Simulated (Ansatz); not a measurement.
A user runs Ansatz (a quantum-chemistry and plane-wave program) on Te4Mo3WSe2S2 (P3m1, 12 atoms in the cell) and asks whether the run is sound. The aim is a self-consistent single point with DFT, LDA (PW92), plane waves, default PAW files made with PBE.

Cell that was meant: a = 3.4518 Å, b = 3.4518 Å, c = 39.9122 Å, α = 90.00°, β = 90.00°, γ = 120.00°.

Part of the input:

Ansatz 0.2 input:
```yaml
    - { symbol: S, position_ang: [0.000000, 0.000000, 17.220515] }
    - { symbol: S, position_ang: [0.000000, 0.000000, 20.273399] }
basis:
  ecutwfc: 105.0
kpoints:
  mp_grid: { grid: [6, 6, 1] }
hamiltonian:
  xc: lda
  pseudopotentials: { kind: paw }
scf:
  occupations: { method: fermi_dirac, width: 0.1 }
output:
  forces: true
  eigenvalues: true
```

Log, with long lists cut:

```
   [... lines left out ...]
PAW frozen core: S, regenerated for the run's functional, and the local potential with it
Initial density: superposition of atomic densities (neutral atoms: chi_scale 0, normalization atom), corrected by the library's trained network
Initial wavefunctions: pseudopotential atomic-orbital guess
Eigensolver: davidson
Functional: x = slater, c = lda
SCF iter   1: F=—  HF=-63456.031728 eV  |F-HF|=—  |Δ(HF+E_count)|=         —  Δρ=4.09e-1  dr2=5.21e2  ethr=1.77e-3  ⟨swp⟩=6.4  Hψ=2835  notcnv=0  defer=1
all-band conjugate gradients solve this SCF's bands
preconditioner: auto → LDOS
SCF iter   2: F=—  HF=-63293.052034 eV  |F-HF|=—  |Δ(HF+E_count)|=    1.63e2  Δρ=2.62e-1  dr2=7.96e3  ethr=1.77e-3  ⟨swp⟩=15.7  Hψ=5653  notcnv=0  defer=8  recentre
   [... lines left out ...]
SCF iter  18: F=—  HF=-63059.695626 eV  |F-HF|=—  |Δ(HF+E_count)|=   9.23e-9  Δρ=7.95e-6  dr2=2.57e-6  ethr=3.64e-9  ⟨swp⟩=2.4  Hψ=899  notcnv=0  defer=3
SCF iter  19: F=—  HF=-63059.695625 eV  |F-HF|=—  |Δ(HF+E_count)|=   2.26e-7  Δρ=3.26e-6  dr2=2.87e-7  ethr=1.57e-9  ⟨swp⟩=2.0  Hψ=852  notcnv=0  defer=3
SCF iter  20: F=-63059.695625 eV  HF=-63059.695625 eV  |F-HF|=1.27e-8  |Δ(HF+E_count)|=   1.65e-8  Δρ=1.27e-6  dr2=1.60e-8  ethr=6.10e-11  ⟨swp⟩=15.1  Hψ=3139  notcnv=0
SCF 1 converged in 20 iterations: F = -63059.695625 eV  dr2 = 1.60e-8
the forces of this run sum to 8.126e-2 eV/Å along one axis, over √12 times 1.000e-2 eV/Å (the walk's relax.f_tol, or that key's default on a run that moves no …
Free energy (F): -63059.695625 eV
Internal energy: -63059.607360 eV  (E = F + TS)
E sigma→0 (E₀):  -63059.651493 eV
Entropy (-TS):   -0.088266 eV (-7.355 meV/atom)
Fermi energy:    4.216631 eV
--- Forces (eV/Å), atoms counted from 1 ---
  atom   1  Te    -0.00000000     0.00000000    -3.16672717
  atom   2  Te     0.00000000    -0.00000000     3.05413853
  atom   3  Te    -0.00000000    -0.00000000    -5.33784554
   [... lines left out ...]
  atom  12  S      0.00000000    -0.00000000     1.49734929
--- Stress (GPa, compression-positive) ---
      -27.802796       0.000000      -0.000000
        0.000000     -27.802796      -0.000000
       -0.000000      -0.000000     -12.193034
  P = ⅓ Tr σ = -22.5995 GPa (-225.995 kbar)
  The stress holds the Pulay correction. Without it, at fixed plane waves, as pw.x and ABINIT print it: P = -1235.2327 GPa
```

**Question.** Is this run sound? If not, what is wrong?

**Answer.** The run is not sound. The fault is a basis or grid far too coarse for these potentials. Far below the cutoff that the potentials were made for, the basis cannot represent the orbitals near the nuclei, and energies, forces and above all the stress go wrong. To fix it, restore the cutoff that the potentials need and check convergence. The run converged in 20 iterations without an error; against the sound input the free energy rises by 118 eV/atom, the pressure goes from -7.27 to -22.60 GPa and the largest force goes from 1.362 to 5.847 eV/Å. At a fixed set of plane waves, without the program's Pulay estimate, the pressure is -1235.23 GPa against -7.29 GPa.

An input that runs soundly differs in these lines (not the only fix; some lines may just follow from the change or write a value another way):
```diff
-  ecutwfc: 105.0
+  ecutwfc: 420.0 eV
-  occupations: { method: fermi_dirac, width: 0.1 }
+  occupations: { method: fermi_dirac, width: 0.1 eV }
```

With that input, the run converged in 15 iterations: free energy E − TS (on the zero of these files) -64477.3302 eV; pressure -7.27 GPa; largest force (vector length) 1.362 eV/Å (DFT, LDA (PW92), plane waves, default PAW files made with PBE).

On the sound input: the starting cell comes from a database of computed structures (which also holds hypothetical and non-ambient phases and stackings), without a prior relaxation at this level. Its lattice was rescaled by a random factor within 2.5 % of one. Spin-orbit coupling is off. Spin polarisation is off. With a pressure of about -7 GPa the cell is away from its equilibrium volume at this level. Forces in this geometry exceed 1 eV/Å. Ansatz's pressure includes its estimate of the finite-basis (Pulay) stress.
